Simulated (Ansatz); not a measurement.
We consider Mg4N2O (model structure, started from the Ca4P2O type, I4/mmm, No. 139, 7 atoms in the cell), described by r²SCAN (plane waves, PAW; Ansatz, a first-principles code).

Run with plane-wave cutoff 560 eV, 20×20×20 k mesh, Fermi–Dirac smearing 0.05 eV, scalar-relativistic PAW data made under PBE.

Cell (relaxed at this level):

```cif
data_Mg8N4O2
_chemical_formula_sum 'Mg8 N4 O2'
_space_group_name_H-M_alt 'I4/mmm'
_space_group_IT_number 139
_space_group_name_Hall '-I 4 2'
_cell_length_a 3.74819
_cell_length_b 3.74819
_cell_length_c 11.30397
_cell_angle_alpha 90.000
_cell_angle_beta 90.000
_cell_angle_gamma 90.000
loop_
_atom_site_label
_atom_site_type_symbol
_atom_site_symmetry_multiplicity
_atom_site_Wyckoff_symbol
_atom_site_fract_x
_atom_site_fract_y
_atom_site_fract_z
_atom_site_occupancy
Mg1 Mg 4 e 0.00000 0.00000 0.18955 1
Mg2 Mg 4 c 0.00000 0.50000 0.00000 1
N1 N 4 e 0.00000 0.00000 0.36783 1
O1 O 2 a 0.00000 0.00000 0.00000 1
```
(The calculation used a cell of 7 atoms; values per cell refer to that cell.)

Task: Estimate the band gap that the calculation returns.

Result: 
- band gap = 1.49 eV (direct)

Note: the relaxation could raise the start's symmetry but not lower it, so the cell can be a saddle point.

Computed values are for the static lattice.

Computing time: very roughly 2.2 core-minutes.

A model structure was made by putting elements into a prototype or built by hand; it is no filed structure, need not be a known phase, and can be a saddle point held by its symmetry.
